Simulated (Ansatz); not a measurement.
Cells marked so need not be the phases stable at ambient conditions, and some may be hypothetical.

 Where the default PAW files enter, the runs use the earlier of Ansatz's two default sets.

The gap is the functional's own. No spin-orbit coupling. Mid-gap values are interpolated on the energy grid.

A. SnF$_{4}$ (I4/mmm, not sure to be the ambient phase, 5 atoms a cell, 14.0 Å³ an atom, -5 GPa at this level), along the normal of (001)
B. AgNO$_{3}$ (R3m, not sure to be the ambient phase, 5 atoms a cell, 12.8 Å³ an atom, -4 GPa at this level), along the normal of (001)
C. CaAlSiH (P3m1, not sure to be the ambient phase, 4 atoms a cell, 17.5 Å³ an atom), along the normal of (100)
D. Li2Se (Fm-3m, anti-fluorite, not sure to be the ambient phase, 3 atoms a cell, 17.6 Å³ an atom), along the normal of (111)

### Question
Order them by mid-gap decay constant of the slowest evanescent state (lowest first) at the level r2SCAN run with Ansatz (a first-principles code).

### Answer
C (0.11 1/Å), D (0.25 1/Å), A (0.45 1/Å), B (0.76 1/Å)
